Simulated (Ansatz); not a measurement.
Take LiF in the rock salt structure (space group Fm-3m, No. 225) as the base.

```
LiF
1.0
    0.00000     2.00393     2.00393
    2.00393     0.00000     2.00393
    2.00393     2.00393     0.00000
Li F
1 1
Direct
  0.00000   0.00000   0.00000
  0.50000   0.50000   0.50000
```

Cartesian axes are those of the cell as printed.

Method: PBEsol in Ansatz (plane waves to 420 eV, PAW, no spin-orbit coupling).

Now apply this change: the cell is stretched by 3.00 % along z with no lateral relaxation, atoms relaxed at fixed cell.

**Question.** Predict the stress tensor and what it implies for the stiffness.

**Answer.** Stress of the strained cell less that of the base (GPa, compression positive):
```
  -1.28    0.00    0.00
   0.00   -1.28    0.00
   0.00    0.00   -3.13
```

Then −Δσ_ii/ε with ε = 0.0300 gives secant stiffness values (nonlinear terms included at this strain): C33 ≈ 104 GPa, C13 ≈ 43 GPa and C23 ≈ 43 GPa.

Whether these cells are dynamically stable was not tested.

Ansatz is an electronic-structure program.
